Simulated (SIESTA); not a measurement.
Input and output of a self-consistent single point for Ag3Au (I4mm, 4 atoms in the cell) (SIESTA).

Computed with GGA PBEsol, numerical atomic orbitals DZP, PseudoDojo PBEsol standard norm-conserving potentials (rewritten from UPF to PSML) in SIESTA.

```xyz
4
Lattice="-2.0533 2.0533 4.0853 2.0533 -2.0533 4.0853 2.0533 2.0533 -4.0853" Properties=species:S:1:pos:R:3 pbc="T T T"
Ag     0.0000     2.0533     2.0427
Ag     2.0533     0.0000     2.0427
Ag     0.0000     0.0000     4.1353
Au     0.0000     0.0000     0.0000
```

Reference input (self-consistent single point, DFT, GGA PBEsol, numerical atomic orbitals DZP, PseudoDojo PBEsol standard norm-conserving potentials (rewritten from UPF to PSML)): XC.functional = GGA; XC.authors = PBEsol; potentials = PseudoDojo PBEsol standard; PAO.BasisSize = DZP; PAO.EnergyShift = 0.005 Ry; MeshCutoff = 350 Ry; kgrid.MonkhorstPack = 5 5 5; OccupationFunction = MP; OccupationMPOrder = 0; ElectronicTemperature = 1160.45 K; MaxSCFIterations = 150; SCF.Mixer.Method = Pulay. This run's input differs from it in these lines:

```diff
@@ -30,9 +30,8 @@
 %block kgrid.MonkhorstPack
-    5   0   0  0.0
-    0   5   0  0.0
-    0   0   5  0.0
+    8   0   0  0.0
+    0   8   0  0.0
+    0   0   8  0.0
 %endblock kgrid.MonkhorstPack
-OccupationFunction           MP
-OccupationMPOrder            0
-ElectronicTemperature        1160.45 K
+OccupationFunction           FD
+ElectronicTemperature        3481.36 K
```

Output, abridged:

```
        iscf     Eharris(eV)        E_KS(eV)     FreeEng(eV)     dDmax    Ef(eV) dHmax(eV)
   scf:    1   -16616.672002   -16643.902409   -16644.344976  2.296201 -1.264267 11.928424
   scf:    2   -16652.824197   -16648.585018   -16648.975956  0.264605 -1.676709  8.522823
   scf:    3   -16656.501734   -16654.038893   -16654.346171  0.555816 -2.619509  0.520505
   scf:    4   -16654.045884   -16654.049277   -16654.353243  0.050831 -2.685988  0.315135
   scf:    5   -16653.956918   -16654.021763   -16654.329860  0.068540 -2.690075  1.065209
   [... 6 lines left out ...]
   scf:   12   -16654.053378   -16654.053368   -16654.358825  0.000780 -2.727852  0.004994
   scf:   13   -16654.053354   -16654.053361   -16654.358826  0.000298 -2.727727  0.000639
   scf:   14   -16654.053363   -16654.053362   -16654.358826  0.000039 -2.727741  0.000005
   scf:   15   -16654.053362   -16654.053362   -16654.358826  0.000001 -2.727741  0.000003
SCF Convergence by DM+H criterion
max |DM_out - DM_in|         :     0.0000005030
max |H_out - H_in|      (eV) :     0.0000034386
SCF cycle converged after 15 iterations

Using DM_out to compute the final energy and forces

siesta: E_KS(eV) =           -16654.0534

siesta: E_KS - E_eggbox =    -16654.0534

siesta: Atomic forces (eV/Ang):
     1   -0.000086    0.000094    0.149625
     2    0.000094   -0.000086    0.149625
     3   -0.000015   -0.000015   -0.261529
     4   -0.000025   -0.000025   -0.038894
   Tot   -0.000031   -0.000031   -0.001173
   Max    0.261529
   Res    0.097760    sqrt( Sum f_i^2 / 3N )
   Max    0.261529    constrained

Stress tensor Voigt[x,y,z,yz,xz,xy] (kbar):       50.60       50.60       46.90        0.62        0.62        0.45
(Free)E + p*V (eV/cell)   -16656.4815
   [... lines left out ...]
siesta: FreeEng =    -16654.358826
siesta: Cell volume =         68.896762 Ang**3
siesta:         -49.36315250        -45.74000193  kBar
   [... lines left out ...]
              0.233   1.801   1.801   1.844   1.801   1.831   0.082   0.080

              0.076   0.080   0.088

mulliken: Qtot =       76.000

Mulliken Atomic Populations:
Atom #   charge [q] valence [e]  Species
     1     0.075885   18.924115  Ag
     2     0.075885   18.924115  Ag
     3     0.051059   18.948941  Ag
     4    -0.202828   19.202828  Au
 Total     0.000000
```

The run converged in 15 iterations. Against the reference run the free energy goes down by 43.5 meV/atom, the pressure goes from -4.60 to -4.94 GPa and the largest force goes from 0.244 to 0.262 eV/Å.

The starting cell comes from a database of computed structures (which also holds hypothetical and non-ambient phases and stackings), without a prior relaxation at this level. Its lattice was rescaled by up to half a per cent. One atom was moved a little off its site on purpose. Values carry the incompleteness of an atom-centred basis. With a pressure of about -5 GPa the cell is away from its equilibrium volume at this level.

Cost on one core of a shared machine: roughly 90 s.
